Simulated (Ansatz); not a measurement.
System: corundum Ga2O3 (metastable phase). Method: r²SCAN in Ansatz (plane waves, PAW).

Run with plane-wave cutoff 560 eV, 8×8×8 k mesh, Fermi–Dirac smearing 0.01 eV, scalar-relativistic PAW data made under PBE.

Response to compression and expansion:

Shape and atoms are relaxed at each volume.

```
V (Å³/atom)  P (GPa)  direct gap at Γ (eV)  smallest gap on the k mesh (eV)   c (Å)
-----------  -------  --------------------  -------------------------------  ------
9.254          10.45                 4.298                            4.036  13.219
9.447           4.94                 4.049                            3.801  13.332
9.640           0.00                 3.808                            3.572  13.441
9.833          -4.43                 3.576                            3.352  13.548
10.025         -8.41                 3.353                            3.140  13.653
```

The fundamental gap (3.55 eV at the equilibrium volume, with added k points) lies elsewhere than Γ–Γ.

Note: the bulk modulus comes from volumes at which shape and atoms were relaxed.

Spin–orbit coupling is not included.

Ansatz is an electronic-structure program.
